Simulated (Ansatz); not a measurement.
**What biaxial strain −1.81 %, plane normal [001], relaxed out of plane does to MoTe2**

Take MoTe2 in the 2H-MoS2 type structure (space group P6_3/mmc, No. 194; a = 3.497 Å, c = 13.696 Å; layered, stacked along the Cartesian z axis) as the base. Axes: x lies along a and z along c of the hexagonal cell.

One thing is altered: biaxial strain −1.81 %, plane normal [001], relaxed out of plane (Cartesian); in-plane vectors clamped, the third vector and the atoms free.

Method: PBE-D3(BJ) in Ansatz (plane waves to 420 eV, PAW, scalar-relativistic without spin-orbit coupling). Settings: 11×11×3 k-points, 0.05 eV Fermi–Dirac smearing.

| quantity | base | changed | shift |
|---|---|---|---|
| volume per atom | 24.17 Å³ | 23.50 Å³ | -0.67 Å³ |
| space group | P6_3/mmc (No. 194) | P6_3/mmc (No. 194) | – |
| shortest interatomic distance | 2.716 Å | 2.706 Å | -0.010 Å |
| pressure (mean of the normal stresses, compression positive) | 0.00 GPa | 2.04 GPa | +2.04 GPa |
| band gap | 0.60 eV | 0.59 eV | -0.01 eV |
| gap character | indirect, Γ → K–Γ (44 % along) | indirect, K → K–Γ (44 % along) | – |
| smallest direct gap | 1.03 eV | 0.90 eV | -0.137 eV |
| hole mass | – | 0.49 mₑ out of plane, 0.76 mₑ in plane (at K) | – |
| out-of-plane strain | – | +0.84 % | – |
| ratio −ε⊥/ε∥ | – | 0.47 | – |
| mean in-plane stress (compression positive) | – | +3.1 GPa | – |

Final structure (turned so that z lies along the plane normal):

```yaml
crystal:
  lattice:
    - [3.43332, 0.00000, 0.00000]
    - [1.71666, 2.97335, 0.00000]
    - [0.00000, 0.00000, 13.81112]
  atoms:
    - { symbol: Mo, position: [0.33333, 0.33333, 0.75000] }
    - { symbol: Mo, position: [0.66667, 0.66667, 0.25000] }
    - { symbol: Te, position: [0.33333, 0.33333, 0.11663] }
    - { symbol: Te, position: [0.66667, 0.66667, 0.61663] }
    - { symbol: Te, position: [0.66667, 0.66667, 0.88337] }
    - { symbol: Te, position: [0.33333, 0.33333, 0.38337] }
```

Cost of the whole job for the changed cell (relaxation, final SCF and bands): very roughly 90 core-seconds.

Spin-orbit coupling, missing from the scalar runs, can matter with Te. Masses are band curvatures over ±0.01 Å⁻¹ around the edge. Whether these cells are dynamically stable was not tested. The D3 term's C6 switches between coordination references near this geometry, which can add small steps to energies.

Ansatz is a first-principles code.
